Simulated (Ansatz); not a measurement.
SiC under load (space group F-43m), r2SCAN with spin-orbit coupling, rigid bands (Ansatz, an electronic-structure program). Condition of this run: hydrostatic pressure 5 GPa (the target of the relaxation). Band gap 1.70 eV, N_c = 1.41e19 cm⁻³ and N_v = 1.32e20 cm⁻³ at 300 K, conductivity masses of 0.294 mₑ (electrons) and 0.683 mₑ (holes). Take k_BT = 0.02585 eV.

What built-in voltage has an abrupt junction with N_A = 1e16 and N_D = 1e17 cm⁻³, all dopants ionised?

V_bi = E_g/e − (k_BT/e) ln(N_c N_v/(N_A N_D)) = 1.70 − 0.02585 × 14.44 = 1.33 V, for the computed gap.

Find the intrinsic carrier density and the intrinsic Fermi level.

n_i = √(N_c N_v) exp(−E_g/2k_BT) = 4.31e19 × exp(−32.88) = 2.3e5 cm⁻³. The level lies (k_BT/2) ln(N_v/N_c) = 29 meV from mid-gap (positive towards the conduction band). Each 0.1 eV added to the gap lowers n_i by a factor of 6.9.

A film of it is 3 nm thick. Estimate the confinement energies in an infinite well.

ħ²π²/(2m t²) = 0.376 eV·nm²/(m/mₑ × t²) gives 142 meV for electrons and 61.2 meV for holes, so the gap would widen to about 1.90 eV. Finite barriers and nonparabolic bands lower this, and with several valleys or bands the heaviest mass along the normal sets the lowest level, not this average.

Rigid bands with the computed gap; masses take one relaxation time for all states.
